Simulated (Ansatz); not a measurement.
Input:

End structure of a constructed model of the (111) surface of fcc Cu, a layer of Mg in place of the second plane (bottom of the slab: a bare face, its two planes held):

```yaml
crystal:
  lattice:
    - [2.56680, 0.00000, 0.00000]
    - [-1.28340, 2.22291, 0.00000]
    - [0.00000, 0.00000, 27.00000]
  atoms:
    - { symbol: Cu, position: [0.33333, 0.66667, 0.30395] }
    - { symbol: Cu, position: [0.66667, 0.33333, 0.38157] }
    - { symbol: Cu, position: [0.00000, 0.00000, 0.45896] }
    - { symbol: Cu, position: [0.33333, 0.66667, 0.53701] }
    - { symbol: Mg, position: [0.66667, 0.33333, 0.62204] }
    - { symbol: Cu, position: [0.00000, 0.00000, 0.70621] }
```

Model: 6-atom slab, 10.6 Å thick at the start with caps and adatoms (thin: gaps and levels are the slab's own), 17x17x1 mesh, Fermi-Dirac 0.1 eV, dipole correction, 2 atoms held, the rest relaxed; symmetry of the start imposed; no spin, no spin-orbit, no U. In PBE it is, or lies within 0.01 eV a 1x1 cell of, the lowest of the 2 structures of its composition computed so far; subsurface sites and larger cells were not tried.

Give the work function of the top face at the level PBE (Ansatz, a first-principles code).

4.81 eV
